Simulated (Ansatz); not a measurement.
The starting structures come from a database of crystals and need not be the phases stable at ambient conditions.

Input:

```
CELL_PARAMETERS angstrom
      3.91855     0.00000     0.00000
      0.00000     6.45959     0.00000
      1.95928     0.00000     3.39357
ATOMIC_POSITIONS crystal
  Ga 0.66667 0.49995 0.66667
  Ga 0.33333 0.99995 0.33333
  P  0.66667 0.12605 0.66667
  P  0.33333 0.62605 0.33333
```

Space group of this cell: P6_3mc, wurtzite. The cell is strained (all lengths scaled by 1.02); by r2SCAN its mean pressure is -4.5 GPa.

Transport runs along the normal of the first two printed cell vectors, the (100) plane of the conventional cell.

No gap correction and no spin-orbit coupling; mid-gap values are interpolated between computed energies.

Task: Predict the band gap and the smallest decay constant κ at mid-gap from r2SCAN in Ansatz (a first-principles code).

Result: Gap 1.57 eV on a 10×6×10 mesh; κ = 0.113 1/Å, at the zone centre.
